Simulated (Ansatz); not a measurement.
The starting structures come from a database of crystals and need not be the phases stable at ambient conditions.

**Evanescent states of Cs2KYF6 (Fm-3m, not sure to be the ambient phase, 10 atoms a cell, 22.3 Å³ an atom, -2 GPa at this level) along the normal of (110)**

Method: r2SCAN (plane waves, PAW; Ansatz, a quantum-chemistry and plane-wave program).

The gap is the functional's own, uncorrected, and κ follows it; spin-orbit coupling is left out. Mid-gap values are interpolated between the computed energies.

Energies count from the valence-band top; κ is the least over a 6×4 mesh across the current.

| E (eV) | κ (1/Å) | where |
|---|---|---|
| 0.17 | 0.289 | Γ |
| 0.49 | 0.385 | Γ |
| 0.82 | 0.437 | Γ |
| 1.16 | 0.471 | Γ |
| 1.49 | 0.493 | Γ |
| 1.81 | [?] | Γ |
| 2.15 | [?] | Γ |
| 2.48 | [?] | Γ |
| 2.81 | [?] | Γ |
| 3.13 | [?] | Γ |
| 3.46 | [?] | Γ |
| 3.79 | [?] | Γ |
| 4.12 | [?] | Γ |
| 4.46 | [?] | Γ |
| 4.79 | [?] | Γ |
| 5.12 | [?] | Γ |
| 5.45 | [?] | Γ |
| 5.78 | 0.388 | Γ |
| 6.11 | 0.350 | Γ |
| 6.43 | 0.302 | Γ |
| 6.76 | 0.239 | Γ |
| 7.09 | 0.137 | Γ |

Problem. What belongs in the gaps?

Solution. 
- 1.81, κ (1/Å): 0.507
- 2.15, κ (1/Å): 0.516
- 2.48, κ (1/Å): 0.521
- 2.81, κ (1/Å): 0.522
- 3.13, κ (1/Å): 0.520
- 3.46, κ (1/Å): 0.515
- 3.79, κ (1/Å): 0.507
- 4.12, κ (1/Å): 0.497
- 4.46, κ (1/Å): 0.483
- 4.79, κ (1/Å): 0.465
- 5.12, κ (1/Å): 0.444
- 5.45, κ (1/Å): 0.419
